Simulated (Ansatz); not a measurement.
Where the default PAW files enter, the runs use the earlier of Ansatz's two default sets.

Inside the gap of an insulator the Bloch states are evanescent, with a wavenumber k + iκ along the transport direction.

```
CELL_PARAMETERS angstrom
      3.65402     0.00000     0.00000
     -1.82701     3.16448     0.00000
      1.82701     1.05483     2.98350
ATOMIC_POSITIONS crystal
  Sr 0.00000 0.50000 0.50000
  O  0.00000 0.00000 0.00000
```

Space group of this cell: Fm-3m, rock salt. The cell is taken as given.

Transport runs along the normal of the first two printed cell vectors, the (111) plane of the conventional cell.

The gap is the functional's own. No spin-orbit coupling. Mid-gap values are interpolated on the energy grid.

**Question.** Predict the band gap and the smallest decay constant κ at mid-gap from r2SCAN (Ansatz, a program for electronic structure).

**Answer.** Gap 3.80 eV on a 12×12×12 mesh; κ = 0.353 1/Å, at the zone centre.
